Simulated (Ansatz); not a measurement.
Results of r²SCAN (PAW; Ansatz, an electronic-structure program) for BiSb (R3m, No. 160, 2 atoms in the cell; start mp-1227290).

Run with plane-wave cutoff 560 eV, 10×10×10 k mesh, Fermi–Dirac smearing 0.01 eV, scalar-relativistic PAW data made under PBE.

Cell (relaxed with PBEsol):

```cif
data_Bi3Sb3
_chemical_formula_sum 'Sb3 Bi3'
_space_group_name_H-M_alt 'R3m :H'
_space_group_IT_number 160
_space_group_name_Hall 'R 3 -2"'
_cell_length_a 4.43123
_cell_length_b 4.43123
_cell_length_c 11.36645
_cell_angle_alpha 90.000
_cell_angle_beta 90.000
_cell_angle_gamma 120.000
loop_
_atom_site_label
_atom_site_type_symbol
_atom_site_symmetry_multiplicity
_atom_site_Wyckoff_symbol
_atom_site_fract_x
_atom_site_fract_y
_atom_site_fract_z
_atom_site_occupancy
Sb1 Sb 3 a 0.00000 0.00000 0.23609 1
Bi1 Bi 3 a 0.00000 0.00000 0.76392 1
```
(The calculation used a cell of 2 atoms; values per cell refer to that cell.)

Q: Give the computed band gap, smallest direct gap on the k points sampled and Γ–Γ gap.

A: 
* **band gap**: 0.02 eV (under three smearing widths, so not firm)
* **smallest direct gap on the k points sampled**: 0.38 eV
* **Γ–Γ gap**: 4.36 eV

Note: cell and atoms aren't relaxed at this level (largest force component 0.12 eV/Å, pressure 1.7 GPa).

Spin–orbit coupling is not included; it can close the smallest gap of 0.02 eV.

The computed numbers hold no vibrational or temperature effects.

A start named mp-… is a Materials Project structure, which need not be a measured phase.
